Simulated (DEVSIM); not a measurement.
Device: Ru/SiO2/p-Si capacitor, at 300 K.

Layer 1 from the left is SiO2, thickness (nm) 1.10. Layer 2 from the left is Si, thickness (nm) 3800, Na (cm⁻³) 2.3e16.

Metal gate on the left, work function 4.7 eV. Fixed charge at the semiconductor interface -9e10 cm⁻² (in units of +e); no interface traps.

Constants are typed, rounded textbook-type inputs, not results; the design itself was drawn at random and stands for no fabricated device. Values at 300 K.

SiO2: gap (eV) 9, affinity (eV) 0.9, permittivity 3.9. Si: gap (eV) 1.124, affinity (eV) 4.05, permittivity 11.7, Nc (cm⁻³) 2.86e19, Nv (cm⁻³) 3.1e19.

Estimate by hand the flat-band voltage, the threshold voltage, and compare with a numerical solution.


- Flat-band voltage: C = 3.14 μF/cm², work-function difference -0.288 V; VFB = φms − qNf/C = -0.28 V; numerical -0.28 V.
- Threshold voltage: φF = 0.377 V, depletion charge √(4εqNφF) = 7.58e-8 C/cm²; VT = VFB + 2φF + Qd/C = 0.49 V; numerical 0.49 V.

DEVSIM, 1D Poisson equation in equilibrium, Boltzmann statistics, complete ionisation; no quantum confinement or tunnelling. Metal contacts follow the ideal Schottky-Mott rule: no Fermi-level pinning, no interface dipoles.
